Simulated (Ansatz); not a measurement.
The reference is TiAl (space group P4/mmm, No. 123; a = 2.813 Å, c = 4.062 Å; relaxed with 0.1 eV smearing). Axes: x, y, z lie along a, b, c of the conventional cell.

All numbers come from DFT with r2SCAN, PAW potentials and a 500 eV plane-wave cutoff in Ansatz (an electronic-structure program), no spin-orbit coupling, earlier PAW set.

Now apply this change: every lattice vector is stretched by 1.07 %; the atoms relax in the strained cell.

Predict the stress tensor and what it implies for the stiffness.

Stress of the strained cell less that of the base (GPa, compression positive):
```
   -3.6     0.0     0.0
    0.0    -3.6     0.0
    0.0     0.0    -3.6
```

Then B = −ΔP/(ΔV/V₀) with ΔV/V₀ = 0.0324 gives secant stiffness values (nonlinear terms included at this strain): B (at held cell shape, above the free-shape value) ≈ 112 GPa.

As a check, the harmonic strain energy −½ V₀ Δσ:ε is 5.8 meV/atom; the computed energy rise is 6.1 meV/atom.

No phonon test of stability was made. The final runs are not spin-polarised.
